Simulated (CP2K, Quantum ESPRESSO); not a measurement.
A Quantum ESPRESSO input for a self-consistent single point of CuGaSe₂ (I-42d, 8 atoms in the cell) (DFT, PBE, plane waves, PSlibrary PAW (PBE) pseudopotentials):

```fortran
&CONTROL
   calculation = 'scf'
   prefix = 'cugase2'
   outdir = './tmp/'
   pseudo_dir = './'
   verbosity = 'high'
   tprnfor = .true.
   tstress = .true.
/
&SYSTEM
   ibrav = 0
   nat = 8
   ntyp = 3
   ecutwfc = 70
   ecutrho = 420
   occupations = 'smearing'
   smearing = 'fd'
   degauss = 0.000734986
/
&ELECTRONS
   conv_thr = 1.0d-9
/
ATOMIC_SPECIES
Ga    69.7230  Ga.pbe-dn-kjpaw_psl.1.0.0.UPF
Cu    63.5460  Cu.pbe-dn-kjpaw_psl.1.0.0.UPF
Se    78.9710  Se.pbe-n-kjpaw_psl.1.0.0.UPF
ATOMIC_POSITIONS {crystal}
Ga    0.500000000    0.500000000    0.000000000
Ga    0.250000000    0.750000000    0.500000000
Cu    0.000000000    0.000000000    0.000000000
Cu    0.750000000    0.250000000    0.500000000
Se    0.875000000    0.875000000    0.500000000
Se    0.125000000    0.625000000    0.000000000
Se    0.375000000    0.375000000    0.500000000
Se    0.625000000    0.125000000    0.000000000
K_POINTS {automatic}
3 3 3  0 0 0
CELL_PARAMETERS {bohr}
  -5.247145838     5.247145838    10.307225798
   5.247145838    -5.247145838    10.307225798
   5.247145838     5.247145838   -10.307225798
```

Q: Translate this input to CP2K.

A: This is the input that was run; spellings and numerical settings could be chosen otherwise.

```
&GLOBAL
  PROJECT cugase2
  RUN_TYPE ENERGY_FORCE
  PRINT_LEVEL MEDIUM
&END GLOBAL
&FORCE_EVAL
  METHOD Quickstep
  STRESS_TENSOR ANALYTICAL
  &DFT
    BASIS_SET_FILE_NAME BASIS_MOLOPT_UZH
    POTENTIAL_FILE_NAME POTENTIAL_UZH
    &QS
      METHOD GPW
      EPS_DEFAULT 1E-10
    &END QS
    &MGRID
      CUTOFF 600
      REL_CUTOFF 60
      NGRIDS 5
    &END MGRID
    &SCF
      SCF_GUESS ATOMIC
      EPS_SCF 1E-6
      MAX_SCF 100
      ADDED_MOS 12
      &DIAGONALIZATION
        ALGORITHM STANDARD
      &END DIAGONALIZATION
      &MIXING
        METHOD BROYDEN_MIXING
        ALPHA 0.4
        NBUFFER 12
        BETA 1
      &END MIXING
      &SMEAR ON
        METHOD FERMI_DIRAC
        ELECTRONIC_TEMPERATURE [K] 116.05
      &END SMEAR
    &END SCF
    &KPOINTS
      SCHEME MONKHORST-PACK 3 3 3
    &END KPOINTS
    &XC
      &XC_FUNCTIONAL PBE
      &END XC_FUNCTIONAL
    &END XC
    &PRINT
      &MO
        EIGENVALUES T
        OCCUPATION_NUMBERS T
        NDIGITS 8
        FILENAME mo
        &EACH
          QS_SCF 0
        &END EACH
        ADD_LAST NUMERIC
      &END MO
      &MULLIKEN ON
      &END MULLIKEN
    &END PRINT
  &END DFT
  &SUBSYS
    &CELL
      A 6.72084200 0.00000000 0.00000000
      B 2.13219300 6.37365400 0.00000000
      C -4.42651700 -3.18682700 3.92680400
      PERIODIC XYZ
    &END CELL
    &COORD
      SCALED
      Ga       0.50000000     0.50000000     0.00000000
      Ga       0.25000000     0.75000000     0.50000000
      Cu       0.00000000     0.00000000     0.00000000
      Cu       0.75000000     0.25000000     0.50000000
      Se       0.87500000     0.87500000     0.50000000
      Se       0.12500000     0.62500000     0.00000000
      Se       0.37500000     0.37500000     0.50000000
      Se       0.62500000     0.12500000     0.00000000
    &END COORD
    &KIND Ga
      BASIS_SET DZVP-MOLOPT-PBE-GTH-q13
      POTENTIAL GTH-PBE-q13
    &END KIND
    &KIND Cu
      BASIS_SET DZVP-MOLOPT-PBE-GTH-q11
      POTENTIAL GTH-PBE-q11
    &END KIND
    &KIND Se
      BASIS_SET DZVP-MOLOPT-PBE-GTH-q6
      POTENTIAL GTH-PBE-q6
    &END KIND
  &END SUBSYS
  &PRINT
    &FORCES ON
    &END FORCES
    &STRESS_TENSOR ON
    &END STRESS_TENSOR
  &END PRINT
&END FORCE_EVAL
```

Basis, cutoffs, solver keys and any potentials are the target program's own. This input uses DFT PBE, GPW, DZVP-MOLOPT-PBE-GTH basis, GTH-PBE potentials (POTENTIAL_UZH).

The starting cell has typed, rounded lattice constants, without a prior relaxation at this level. Its lattice was rescaled by a random factor within 2.5 % of one.
